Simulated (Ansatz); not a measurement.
Cell and atoms of amorphous Zr20O43Y2:

```
Y2Zr20O43
1.0
    9.68444    -0.09841    -0.08974
   -0.09841     9.15969     0.10922
   -0.08974     0.10922     9.55735
Zr O Y
20 43 2
Cartesian
  4.71330   7.47840   8.87505
  6.13806   2.76693   4.33554
 -0.05875   2.23195   5.03482
  0.68358   7.95365   3.42027
  8.83639   0.19176   8.77982
  5.54164   5.69485   5.98541
  2.89242   1.21459   3.51854
  8.30597   3.01014   1.29635
  7.06549   8.75790   6.10031
  1.01031   3.60523   8.53565
  7.22080   2.95331   7.34528
  7.35709   6.19373   3.01303
  7.93560   6.26597   8.92219
  6.85930   0.29110   2.51078
  2.77426   0.74685   0.31979
  1.25351   4.43109   2.86743
  1.57966   6.76391   9.47093
  3.85184   6.58741   2.64357
  3.01525   7.87389   5.85764
  4.25211   1.91334   7.16487
  8.37252   8.04628   2.77696
  6.11194   4.83478   3.83163
  8.60773   3.05857   8.81344
  7.26619   6.81890   5.12458
  8.01712   0.91448   0.87551
  5.24240   7.87996   6.60165
  2.42145   5.00224   9.27260
  0.69064   3.71750   1.11037
  7.84540   3.32049   5.36950
  9.52943   7.50426   0.15306
  4.34026   0.43351   8.56577
  5.03228   3.62331   5.95136
  9.33303   5.63474   3.63250
  1.59912   0.32336   2.01779
  2.92754   8.28280   3.76973
  2.90542   2.66745   8.51182
  0.75726   0.49365   4.51124
  0.58187   3.61882   6.53237
  2.56958   7.54729   7.87927
  6.58851   2.52542   2.27762
  1.85673   2.91152   4.16284
  4.97038   5.98189   0.98825
  5.68593   2.93682   8.61657
  4.81686   5.71360   7.89041
  3.96329   6.28391   4.86800
  6.71107   7.88201   9.23091
  0.15199   5.63639   8.31535
  7.79352   5.11353   1.16555
  1.16946   7.11470   5.35318
  3.20919   0.79785   5.80314
  3.55510   2.00346   1.60582
  8.46367   1.12597   6.94174
  4.96848   1.18742   3.71078
  6.08460   1.39380   6.34803
  8.40388   7.75391   7.31318
  9.18511   2.95604   3.12846
  0.88582   1.25159   8.93189
  3.30317   4.62904   2.57109
  1.64144   6.47408   2.16013
  5.78038   7.68020   2.80800
  3.29347   7.86819   0.81247
  7.35762   5.10688   7.29147
  7.60007   0.83676   4.30480
  4.34764   3.91627   0.48726
  9.21190   5.68691   5.96453
```

Methods: PBE, scalar-relativistic without spin-orbit coupling (Ansatz, a quantum-chemistry and plane-wave program); r2SCAN, scalar-relativistic without spin-orbit coupling (Ansatz); HSE06, scalar-relativistic without spin-orbit coupling (Ansatz). Neutral PBE cell, which sets geometry, pressure and energy: sampling: a 2×2×2 Γ-centred mesh; Fermi-Dirac width 0.02 eV; no spin polarisation. Exact exchange is cut at the faces of this 9 Å cell, which leaves hybrid gaps a finite-size error.

Preparation: random packing, a CHGNet melt and quench, and a DFT relaxation. O atoms were pushed apart under 1.9 Å during the dynamics, to hinder bonds among them. The hot cell started wider than the set density and was brought back towards it in steps. It is the lowest in DFT energy of 2 quenches. It is a model cell: composition and starting density were chosen by hand, and all elements were melted together. No dispersion term was used. Its density started from a set value of 5.28 and ended at 5.27 g/cm³. The quench (nominally 380 K/ps over its main leg) was far faster than any real one, so the model tends to hold more defects than a real film. One small periodic cell is one sample of the glass; other quenches scatter about these values. Volume and shape were free in the relaxation. Cycles of charging lowered its energy after that relaxation.

Problem. Give the pressure and the spacing of the highest filled and lowest empty levels.

Solution. 
The pressure on a 2×2×2 Γ-centred mesh is -1.9 kbar. The largest force and stress component on that mesh (the relaxation ran on the zone centre alone) is 0.08 eV/Å and 1.3 GPa and the level gap on a 2×2×2 Γ-centred mesh (PBE) comes out as 3.33 eV. The level gap at the zone centre (PBE) is 3.36 eV and the level gap at the zone centre (r2SCAN) is 3.81 eV. The level gap at the zone centre (HSE06) comes out as 4.89 eV and the distance between the nearest levels spread over more than a fifth of the atoms or a third of the atoms of their main element (six at least) (PBE, zone centre) is 3.46 eV.

Problem. At PBE and the zone centre, how localised are the states just below and above the Fermi level (participation number: the atoms over which a state spreads)?

Solution. The highest filled state is spread over 4.7 atoms' worth, largest on O53, with weights by element (charge in smoothed Voronoi cells) O 0.95, Zr 0.05, Y 0.00. The lowest empty state is spread over 12.1 atoms' worth, largest on Zr5, with weights by element (charge in smoothed Voronoi cells) Zr 0.63, O 0.37, Y 0.00.

At PBE the levels at the filled edge of the gap are localised (band-tail or defect states).

Neighbours within Zr-Zr 3.41 Å, Zr-O 2.72 Å, Zr-Y 3.58 Å, O-O 1.58 Å, O-Y 2.82 Å, Y-Y 3.74 Å count as bonded. Two cations that share two anions don't count as bonded, nor two that share one unless they lie closer than Zr-Zr 3.32 Å, Zr-Y 3.48 Å, Y-Y 3.64 Å.

Added carriers, by PBE, scalar-relativistic without spin-orbit coupling (Ansatz) on the zone centre alone. Charged cells keep the cell fixed and stand in a uniform background, with no image correction, at a width of 0.01 eV; where the count is odd the moment is locked at 1 μB, unless the neutral cell bore moments. Each starts from the undistorted neutral geometry alone. PBE's self-interaction favours spread-out carriers, so it can miss traps that a hybrid finds.

Problem. What happens at PBE when the cell takes an extra electron and the atoms relax?

Solution. Relaxation lowers the charged cell by 0.39 eV. The largest moves are O52 0.27 Å, O46 0.10 Å, Zr5 0.09 Å, O23 0.09 Å. The level that holds the added charge spreads over 7.2 atoms' worth, most on Zr5 (weight 0.26): a partly localised carrier. No bond crosses its cut-off with a change of over 0.15 Å (metal-metal contacts aside). Made neutral again at that geometry, the cell lies +0.51 eV from the neutral start.

Problem. What happens at PBE when the cell takes a hole and the atoms relax?

Solution. Relaxation lowers the charged cell by 0.16 eV. The largest moves are Zr7 0.14 Å, O50 0.13 Å, O40 0.11 Å, Zr14 0.09 Å. The level that was emptied spreads over 3.2 atoms' worth, most on O53 (weight 0.53): a localised (trapped) carrier, which neighbours of that atom can share. No bond crosses its cut-off with a change of over 0.15 Å (metal-metal contacts aside). Made neutral again at that geometry, the cell lies +0.55 eV from the neutral start.
